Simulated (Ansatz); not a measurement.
The starting structures come from a database of crystals and need not be the phases stable at ambient conditions.

The decay constant κ of evanescent states in the gap governs leakage through a thin film.

Given:

```
CELL_PARAMETERS angstrom
      3.80126     0.00000     0.00000
      0.00000    11.12019    -0.03715
      0.00000    -5.51707    10.96240
ATOMIC_POSITIONS crystal
  In 0.75000 0.26266 0.22301
  In 0.25000 0.73734 0.77699
  In 0.25000 0.94836 0.35455
  In 0.75000 0.05164 0.64545
  Ga 0.75000 0.83018 0.09201
  Ga 0.25000 0.16982 0.90799
  Bi 0.25000 0.59842 0.39297
  Bi 0.75000 0.40158 0.60703
  S  0.25000 0.95913 0.73414
  S  0.75000 0.04087 0.26586
  S  0.75000 0.84239 0.43203
  S  0.25000 0.15761 0.56797
  S  0.25000 0.35886 0.39769
  S  0.75000 0.64114 0.60231
  S  0.75000 0.26778 0.87184
  S  0.25000 0.73222 0.12816
  S  0.25000 0.13814 0.07703
  S  0.75000 0.86186 0.92297
  S  0.75000 0.49306 0.22114
  S  0.25000 0.50694 0.77886
```

Space group of this cell: P2_1/m. The cell was relaxed by PBE-D3(BJ).

Transport runs along the normal of the first two printed cell vectors.

No gap correction and no spin-orbit coupling; mid-gap values are interpolated between computed energies.

Question: Compute, with r2SCAN in Ansatz (a program for electronic structure), the band gap and the smallest decay constant κ at mid-gap.

Answer: Gap 2.20 eV on a 8×4×4 mesh; κ = 0.255 1/Å, at (0.000, 0.250) of the in-plane reciprocal vectors. At the zone centre, at the nearest computed energy, the slowest state has κ = 0.28 1/Å.
